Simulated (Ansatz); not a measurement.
Results of r²SCAN+rVV10 (plane waves, PAW; Ansatz, an electronic-structure program) for L1₀ (CuAu-type) CuAu.

Settings: plane-wave cutoff 560 eV, 20×20×16 k mesh (along the axes of the cell as run), Fermi–Dirac smearing 0.05 eV, no spin polarisation, scalar-relativistic PAW data made under PBE.

Response to compression and expansion:

Shape and atoms are relaxed at each volume.

| V (Å³/atom) | P (GPa) | c (Å) | a (Å) |
|---|---|---|---|
| 13.732 | 7.62 | 3.491 | 2.805 |
| 14.018 | 3.57 | 3.526 | 2.820 |
| 14.304 | 0.00 | 3.563 | 2.833 |
| 14.590 | -3.14 | 3.596 | 2.849 |
| 14.877 | -5.90 | 3.628 | 2.864 |

Note: the bulk modulus comes from volumes at which shape and atoms were relaxed.
